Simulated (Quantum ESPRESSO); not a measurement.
Input and output of a self-consistent single point for KHF₂ (I4/mcm, 8 atoms in the cell) (Quantum ESPRESSO).

Level of theory: LDA (PZ), GBRV 1.5 ultrasoft (LDA) pseudopotentials (plane waves; Quantum ESPRESSO).

```
CELL_PARAMETERS angstrom
      2.79946    -2.79946     3.35283
      2.79946     2.79946     3.35283
     -2.79946    -2.79946     3.35283
ATOMIC_POSITIONS crystal
  K  0.00000 0.75000 0.75000
  K  0.00000 0.25000 0.25000
  H  0.50000 0.00000 0.50000
  H  0.50000 0.50000 0.00000
  F  0.78812 0.85594 0.35594
  F  0.21188 0.14406 0.64406
  F  0.50000 0.64406 0.85594
  F  0.50000 0.35594 0.14406
```

Reference input (self-consistent single point, DFT, LDA (PZ), plane waves, GBRV 1.5 ultrasoft (LDA) pseudopotentials): ecutwfc = 40 Ry; ecutrho = 200 Ry; occupations = smearing; smearing = fd; degauss = 0.0036749 Ry; potentials = {K: k_lda_v1.4.uspp.F.UPF, H: h_lda_v1.4.uspp.F.UPF, F: f_lda_v1.4.uspp.F.UPF}; K_POINTS = automatic 7 7 7 0 0 0; conv_thr = 1e-09 Ry. This run's input differs from it in these lines:

```diff
@@ -37,3 +37,3 @@
 K_POINTS automatic
-7 7 7  0 0 0
+3 3 3  0 0 0
```

Output, abridged:

```
     Self-consistent Calculation

     iteration #  1     ecut=    40.00 Ry     beta= 0.70

     Threshold (ethr) on eigenvalues was too large:
     Diagonalizing with lowered threshold

     total energy              =    -311.10697348 Ry
     estimated scf accuracy    <       0.20243231 Ry

     iteration #  2     ecut=    40.00 Ry     beta= 0.70

     total energy              =    -311.15994196 Ry
     estimated scf accuracy    <       0.10350363 Ry

     iteration #  3     ecut=    40.00 Ry     beta= 0.70

     total energy              =    -311.18235896 Ry
     estimated scf accuracy    <       0.00179464 Ry

   [... 4 blocks of this kind left out ...]

     iteration #  8     ecut=    40.00 Ry     beta= 0.70

     total energy              =    -311.18341393 Ry
     estimated scf accuracy    <       0.00000001 Ry

     iteration #  9     ecut=    40.00 Ry     beta= 0.70
     End of self-consistent calculation

     the Fermi energy is     2.5646 ev

!    total energy              =    -311.18341393 Ry
     estimated scf accuracy    <          3.1E-10 Ry
     smearing contrib. (-TS)   =       0.00000000 Ry
     internal energy E=F+TS    =    -311.18341393 Ry

     convergence has been achieved in   9 iterations

     Forces acting on atoms (cartesian axes, Ry/au):

     atom    1 type  1   force =    -0.00000000    0.00000000    0.00000000
     atom    2 type  1   force =    -0.00000000    0.00000000    0.00000000
     atom    3 type  2   force =     0.00000000    0.00000000   -0.00000000
     atom    4 type  2   force =    -0.00000000    0.00000000    0.00000000
     atom    5 type  3   force =     0.00545295   -0.00545295   -0.00000000
   [... lines left out ...]

     Total force =     0.015423     Total SCF correction =     0.000034

          total   stress  (Ry/bohr**3)                   (kbar)     P=      -32.33
  -0.00020920  -0.00000000  -0.00000000          -30.77       -0.00       -0.00
  -0.00000000  -0.00020920   0.00000000           -0.00      -30.77        0.00
  -0.00000000   0.00000000  -0.00024083           -0.00        0.00      -35.43

   JOB DONE.
```

The run converged in 9 iterations. Against the reference run the free energy hardly moves (within 1 meV/atom), the pressure hardly changes (-3.24 to -3.23 GPa), the largest force stays at 0.198 eV/Å and the gap on the mesh goes from 6.876 to 6.888 eV.

The starting cell comes from a database of computed structures (which also holds hypothetical and non-ambient phases and stackings), without a prior relaxation at this level. With a pressure of about -3 GPa the cell is away from its equilibrium volume at this level.
